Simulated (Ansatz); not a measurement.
## Ir under a change: uniaxial strain ε_zz = −2.50 %

Start from Ir in the fcc (Cu type) structure (space group Fm-3m, No. 225; a = 3.812 Å; relaxed with 0.1 eV smearing). Axes: x, y, z lie along the cube axes.

Now apply this change: the cell is compressed by 2.50 % along z with no lateral relaxation; the atoms relax in the strained cell.

The values are results of Ansatz (an electronic-structure program), LDA, PAW, cutoff 420 eV, scalar-relativistic without spin-orbit coupling, not measurements. Γ-centred 30×30×30 mesh, Fermi–Dirac width 0.1 eV.

* **Volume per atom**: 13.50 Å³ (base 13.85 Å³)
* **Space group**: I4/mmm (No. 139) (base Fm-3m (No. 225))
* **Shortest interatomic distance**: 2.662 Å (base 2.695 Å)
* **Energy relative to the base (free energy F)**: +19 meV/atom
* **Pressure (mean of the normal stresses, compression positive)**: 11.1 GPa (base 0.0 GPa)
* **Band gap**: zero (base zero)
* **Stress (xx, yy, zz, yz, xz, xy; compression positive)**: (7.5, 7.5, 18.1, 0.0, 0.0, 0.0) GPa

Final structure:

```yaml
crystal:
  lattice:
    - [0.00000, 1.90592, 1.85828]
    - [1.90592, 0.00000, 1.85828]
    - [1.90592, 1.90592, 0.00000]
  atoms:
    - { symbol: Ir, position: [0.00000, 0.00000, 0.00000] }
```

No phonon test of stability was made. The final runs are not spin-polarised.
